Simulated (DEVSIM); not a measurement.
Structure: abrupt GaAs p-n junction, at 350 K.

```tsv
layer (left to right)	material	thickness (μm)	Nd (cm⁻³)	Na (cm⁻³)	τn (s)	τp (s)
1	GaAs	0.310	-	1.9e16	1.3e-9	1.3e-9
2	GaAs	0.340	7.2e16	-	1.3e-9	1.3e-9
```

Left contact: ohmic. Right contact: ohmic. Voltage is applied to the left contact. Recombination: SRH at mid-gap. Mobility is constant in doping.

The device is made up for the run: typed textbook-type constants, with dimensions and the other settings drawn at random. Values at 300 K; Nc and Nv go as T^1.5, mobilities as T to minus their exponent, the gap by Varshni's rule with the affinity fixed.

| parameter | GaAs |
|---|---|
| gap (eV) | 1.424 |
| affinity (eV) | 4.07 |
| permittivity | 12.9 |
| Nc (cm⁻³) | 4.7e17 |
| Nv (cm⁻³) | 9e18 |
| μn (cm²/Vs) | 8500 |
| μp (cm²/Vs) | 400 |
| T exponent of μn | 2.1 |
| T exponent of μp | 2.2 |
| Varshni α (eV/K) | 0.000541 |
| Varshni β (K) | 204 |

DEVSIM, 1D drift-diffusion, Boltzmann statistics, complete ionisation; no tunnelling, impact ionisation, image-force lowering or self-heating.

The temperature was swept, all else fixed.

```csv
temperature (K),dark forward voltage at 100 A/cm² (V),potential step across the device at zero bias (V),largest field in the device at zero bias (V/cm),dark forward voltage at 1 A/cm² (V)
250,1.129,1.285,72000,1.026
300,1.034,1.216,70000,0.910
350,0.937,1.145,68000,0.791
400,0.837,1.071,65000,0.670
450,0.736,0.994,62000,0.546
500,0.633,0.916,59000,0.421
```

From the first row to the last the dark forward voltage at 100 A/cm² goes from 1.129 to 0.633. From the first row to the last the potential step across the device at zero bias goes from 1.285 to 0.916.
